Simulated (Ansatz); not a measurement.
TiGe2 (model structure, started from the AlB2 type, P6/mmm, No. 191, 3 atoms in the cell) was calculated with LDA (Ansatz, a first-principles code, PAW).

Settings: plane-wave cutoff 520 eV, 18×18×12 k mesh (along the axes of the cell as run), Fermi–Dirac smearing 0.05 eV, no spin polarisation, scalar-relativistic PAW data made under PBE.

Cell (relaxed at this level):

```cif
data_Ge2Ti
_chemical_formula_sum 'Ti1 Ge2'
_space_group_name_H-M_alt 'P6/mmm'
_space_group_IT_number 191
_space_group_name_Hall '-P 6 2'
_cell_length_a 4.53707
_cell_length_b 4.53707
_cell_length_c 2.61273
_cell_angle_alpha 90.000
_cell_angle_beta 90.000
_cell_angle_gamma 120.000
loop_
_atom_site_label
_atom_site_type_symbol
_atom_site_symmetry_multiplicity
_atom_site_Wyckoff_symbol
_atom_site_fract_x
_atom_site_fract_y
_atom_site_fract_z
_atom_site_occupancy
Ti1 Ti 1 a 0.00000 0.00000 0.00000 1
Ge1 Ge 2 d 0.33333 0.66667 0.50000 1
```

Task: What does this level give for the bulk modulus B0?

Result: 
- bulk modulus B0: 114 GPa

Note: the run has no spin polarisation, so it can have missed a magnetic state; the bulk modulus is −V dP/dV from two relaxed cells at ±2 % in volume; the relaxation could raise the start's symmetry but not lower it, so the cell can be a saddle point.

A model structure was made by putting elements into a prototype or built by hand; it is no filed structure, need not be a known phase, and can be a saddle point held by its symmetry.
